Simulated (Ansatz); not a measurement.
Input:

```
CELL_PARAMETERS angstrom
      3.11242     0.00000     0.00000
      0.00000     3.11242     0.00000
      1.55621    -1.55621     2.16332
ATOMIC_POSITIONS crystal
  C  0.75000 0.75000 0.50000
  Si 0.00000 0.00000 0.00000
```

No spin polarisation.

All numbers come from r2SCAN in Ansatz (plane waves to 500 eV, PAW, scalar-relativistic without spin-orbit coupling). k-mesh 13×13×13 (Γ-centred); smearing 0.05 eV (Fermi–Dirac).

### Question
What gap character does the calculation give?

### Answer
Indirect, Γ → M.

### Question
Estimate the band gap.

### Answer
1.54 eV.

### Question
Predict the pressure (mean of the normal stresses, compression positive).

### Answer
-30.9 kbar.

The cells carry an imposed strain or load. Whether these cells are dynamically stable was not tested. The cell was made from SiC in the zinc blende structure (space group F-43m, No. 216) by this change: biaxial strain +1.04 %, plane normal [001], relaxed out of plane.

Ansatz is an electronic-structure program.
